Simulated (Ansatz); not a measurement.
## A constructed model of the (111)B surface of zinc-blende ZnSe, Se-terminated, 2x2 Mg adatom at H3 (bottom of the slab: 2 H on 4 bottom sites)

Method: PBE (plane waves to 420 eV, PAW; Ansatz, a quantum-chemistry and plane-wave program).

Model: 35-atom slab, 13.7 Å thick at the start with caps and adatoms (thin: gaps and levels are the slab's own), 3x3x1 mesh, Fermi-Dirac 0.025 eV, dipole correction, 8 atoms held, the rest relaxed; held to the start's symmetry, so lower structures may exist; no spin, no spin-orbit, no U. In PBE it is, or lies within 0.01 eV a 1x1 cell of, the lowest of the 2 structures of its composition computed so far; subsurface sites and larger cells were not tried.

The gap of the slab on its k-mesh is 1.23 eV and the highest filled level below the top vacuum level is 4.85 eV. The energy released by relaxation is 1.60 eV and the cost comes out as roughly 26 core-minutes.
